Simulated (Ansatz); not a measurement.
CsPbCl3 (Pm-3m) under biaxial stress xx = yy (compression positive): band gap by PBEsol with spin-orbit coupling, rigid bands (plane waves, PAW; Ansatz, a quantum-chemistry and plane-wave program). The unloaded cell, whose axes the loads refer to:

Space group Pm-3m (No. 221); a = b = c = 5.618 Å, α = β = γ = 90.00°

| atom | site | symmetry | x | y | z |
|---|---|---|---|---|---|
| Cs | 1a | m-3m | 0.0000 | 0.0000 | 0.0000 |
| Pb | 1b | m-3m | 0.5000 | 0.5000 | 0.5000 |
| Cl | 3c | 4/mm.m | 0.0000 | 0.5000 | 0.5000 |

```csv
biaxial stress xx = yy (compression positive) (GPa),volume per atom (Å³),band gap (eV)
-2,37.97,0.85
-1,36.54,0.73
0,35.47,0.62
1,34.62,0.50
2,33.91,?
```

### Question
Fit a straight line to band gap against the load over the rows given, and predict the row at 2 GPa.

### Answer
The means are x̄ = -0.500 GPa and ȳ = 0.6750; Σ(x − x̄)(y − ȳ) = -0.5800 and Σ(x − x̄)² = 5.000, so the slope is -116 meV per GPa, and the rows given lie within 3.0 meV of the line. At 2 GPa the line gives 0.39 eV; the calculation gives 0.38 eV, 1.3 % from it.

 Stresses and pressures are the targets of the relaxation. Gaps are resolved to about 0.01 eV. The structure type is held at every load. Geometry: cell and atoms relaxed with PBEsol.

CsPbCl3 (Pm-3m): a high-temperature phase held by its symmetry.
